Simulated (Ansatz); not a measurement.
Partial pair distribution functions of a relaxed model of amorphous In9Ga9Zn9O36H, broadened by 0.06 Å; density 5.67 g/cm³. These are PBE, scalar-relativistic without spin-orbit coupling (plane waves to 420 eV, PAW; Ansatz, a first-principles code) values and carry that method's errors. The usual formal charges leave 1 electrons over, so the level spacing at the Fermi energy parts defect or band states and needn't be the band gap.

Preparation: random packing, a CHGNet melt and quench, and a DFT relaxation. O atoms were pushed apart under 1.9 Å during the dynamics, to hinder bonds among them. The hot cell started wider than the set density and was brought back towards it in steps. It is the lowest in DFT energy of 2 quenches. It is a model cell: composition and starting density were chosen by hand, and all elements were melted together. No dispersion term was used. Its density started from a set value of 5.87 and ended at 5.67 g/cm³. The quench (nominally 350 K/ps over its main leg) was far faster than any real one, so the model tends to hold more defects than a real film. One small periodic cell is one sample of the glass; other quenches scatter about these values. Volume and shape were free in the relaxation.

| r (Å) | g In-O | g Ga-O | g In-In | g Ga-Ga |
|---|---|---|---|---|
| 1.60 | 0.00 | 0.00 | 0.00 | 0.00 |
| 1.70 | 0.00 | 0.26 | 0.00 | 0.00 |
| 1.80 | 0.00 | 4.41 | 0.00 | 0.00 |
| 1.90 | 0.11 | 10.05 | 0.00 | 0.00 |
| 2.00 | 1.92 | 4.77 | 0.00 | 0.00 |
| 2.10 | 5.88 | 1.73 | 0.00 | 0.00 |
| 2.20 | 6.36 | 0.60 | 0.00 | 0.00 |
| 2.30 | 2.92 | 0.08 | 0.00 | 0.00 |
| 2.40 | 1.62 | 0.00 | 0.00 | 0.00 |
| 2.50 | 0.71 | 0.00 | 0.00 | 0.00 |
| 2.60 | 0.36 | 0.00 | 0.00 | 0.00 |
| 2.70 | 0.16 | 0.00 | 0.00 | 0.25 |
| 2.80 | 0.01 | 0.00 | 0.00 | 1.40 |
| 2.90 | 0.08 | 0.02 | 0.00 | 1.47 |
| 3.00 | 0.14 | 0.33 | 0.02 | 2.33 |
| 3.10 | 0.16 | 0.47 | 0.52 | 2.44 |
| 3.20 | 0.29 | 0.32 | 1.39 | 2.22 |
| 3.30 | 0.21 | 0.78 | 2.79 | 2.14 |
| 3.40 | 0.39 | 0.91 | 3.96 | 4.89 |
| 3.50 | 0.62 | 0.90 | 3.43 | 1.80 |
| 3.60 | 1.00 | 1.26 | 1.84 | 0.07 |
| 3.70 | 0.79 | 0.83 | 1.16 | 0.43 |
| 3.80 | 0.94 | 0.76 | 2.16 | 1.41 |
| 3.90 | 1.16 | 0.90 | 1.20 | 0.39 |
| 4.00 | 1.23 | 0.94 | 0.86 | 0.01 |
| 4.10 | 1.50 | 1.34 | 0.96 | 0.09 |
| 4.20 | 1.09 | 1.90 | 0.74 | 0.58 |
| 4.30 | 0.97 | 1.82 | 0.34 | 0.24 |
| 4.40 | 1.40 | 1.56 | 0.02 | 0.04 |
| 4.50 | 1.30 | 1.31 | 0.17 | 0.58 |

Within 2.78 Å each In has 5.33 O neighbours on average.
